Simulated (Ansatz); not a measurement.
The starting structures come from a database of crystals and need not be the phases stable at ambient conditions.

By PBEsol, the system below comes out a metal.

A figure of merit of an interconnect metal is its ballistic conductance per area.

Input:

```
TlY
1.0
    5.34233     0.00000     0.00000
   -2.67117     4.62660     0.00000
    2.67117     1.54220     2.18100
Y Tl
1 1
Cartesian
  0.00000   3.08440   1.09050
  0.00000   0.00000   0.00000
```

Space group of this cell: Pm-3m, CsCl type. The cell is taken as given; by PBEsol its mean pressure is -1.9 GPa.

The current flows along the normal of the first two printed cell vectors, the (111) plane of the conventional cell. No spin-orbit coupling; the value is a mean over 0.1 eV about the Fermi level.

Q: Compute, with PBEsol (Ansatz, a program for electronic structure), the ballistic conductance per area.

A: 0.39 × 10¹⁵ S/m² for both spins.
